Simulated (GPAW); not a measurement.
Band structure of MgBr2 (P-3m1, 3 atoms in the cell).

```yaml
crystal:
  lattice:
    - [3.76142, 0.00000, 0.00000]
    - [-1.88071, 3.25748, 0.00000]
    - [0.00000, 0.00000, 6.24251]
  atoms:
    - { symbol: Mg, position: [0.00000, 0.00000, 0.00000] }
    - { symbol: Br, position: [0.33333, 0.66667, 0.23348] }
    - { symbol: Br, position: [0.66667, 0.33333, 0.76652] }
```

Method: LDA (Perdew-Wang 92), GPAW PAW datasets LDA (gpaw-data 1.0.1) (plane waves; GPAW).

Settings: mode = pw; ecut = 850 eV; xc = LDA; kpts = 10 10 6; mesh shift (steps) = 0 0 0; occupations.name = fermi-dirac; occupations.width = 0 eV; nbands = -8; convergence.bands = -6; symmetry.symmorphic = false; symmetry.tolerance = 0.0005; maxiter = 120; bandpath_npoints = 40.

The starting cell comes from a database of computed structures (which also holds hypothetical and non-ambient phases and stackings), without a prior relaxation at this level. Its lattice was rescaled by a random factor within 2.5 % of one.

**Question.** Predict the gap along the standard path and the places of the band edges.

**Answer.** The gap along the path is 4.33 eV, direct at Γ to within 0.01 eV.

Levels in eV from the top of the valence band on the SCF mesh, bands 9 to 16:
```csv
point,9,10,11,12,13,14,15,16
Γ,-0.61,-0.15,-0.15,0.00,4.33,5.77,8.83,8.84
M,-1.82,-1.50,-0.89,-0.56,5.29,6.58,6.96,9.18
K,-2.65,-1.95,-1.18,-1.18,5.87,8.89,8.92,8.92
A,-0.54,-0.54,-0.22,-0.22,5.59,5.80,8.67,8.67
L,-1.36,-1.15,-0.81,-0.75,5.23,6.33,7.18,8.07
H,-2.99,-2.25,-0.59,-0.59,6.87,7.42,7.42,9.14
```
